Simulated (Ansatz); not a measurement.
MgO (model structure, started from the CsCl type, Pm-3m, No. 221, 2 atoms in the cell; like a known high-pressure phase) was calculated with G0W0@PBEsol (Ansatz, a first-principles code, plane waves, hard PAW, contour deformation).

The cell is the one relaxed with PBEsol. Conventional cell: a = 2.6334 Å, b = 2.6334 Å, c = 2.6334 Å, α = 90.00°, β = 90.00°, γ = 90.00°.

The quasiparticle gap at Γ at a fixed k mesh 4×4×4:

| response cutoff | value (eV) |
|---|---|
| 150 eV, 140 empty bands | 5.511 |
| 200 eV, 215 empty bands | 5.602 |
| 250 eV, 301 empty bands | 5.661 |
| 300 eV, 396 empty bands | 5.697 |

Problem. Taking the value to converge with the response cutoff E as E^(−3/2), extrapolate from the last two rows.

Solution. With y = y∞ + c/w and weights w = 3953 and 5196 for the last two rows, y∞ = (w2 y2 − w1 y1)/(w2 − w1) = (5196 × 5.697 − 3953 × 5.661)/1243 = 5.811 eV, which lies 0.114 beyond the last row. Successive pairs of rows give 5.771, 5.809, 5.811. The limit also hangs on the law assumed, so its last digits aren't firm.

The other settings are not extrapolated, so this is the limit in one setting alone.

At the last cutoff the smallest gap on this mesh is 4.63 eV, with an edge away from Γ.

A model structure was made by putting elements into a prototype or built by hand; it is no filed structure, need not be a known phase, and can be a saddle point held by its symmetry.
